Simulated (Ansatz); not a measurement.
For Ge (Fd-3m, No. 227, 34 atoms in the cell; start mp-1198022), LDA in Ansatz (plane waves, PAW) gives:

```
Quantity                    Value
-------------------  ------------
lattice parameter a      15.101 Å
cohesive energy      4.54 eV/atom
band gap                  0.73 eV
```

Problem. What does r²SCAN+rVV10 (PAW; Ansatz, a quantum-chemistry and plane-wave program) give for the same quantities?

Solution. 
- lattice constant a: 15.202 Å (goes up by 0.7 %)
- cohesive energy: 3.99 eV/atom (decreases by 0.55 eV/atom)
- band gap: 1.05 eV (goes up by 0.32 eV)

Changes are worked out from the printed values.

Unless a cell is named, each level is at its own relaxed cell.

Levels without +SOC have no spin–orbit coupling; where heavier elements are present it shifts gaps, mostly down, and can invert bands. Density-functional gaps are differences of (generalised) Kohn–Sham levels.

Caveats: the relaxation could not lower the start's symmetry, so the cell can be a saddle point above a distorted one (LDA, r²SCAN+rVV10). Ansatz's density-functional and Hartree–Fock values are scalar-relativistic unless marked +SOC, with PAW data made under PBE.

A start named mp-… is a Materials Project structure, which need not be a measured phase.
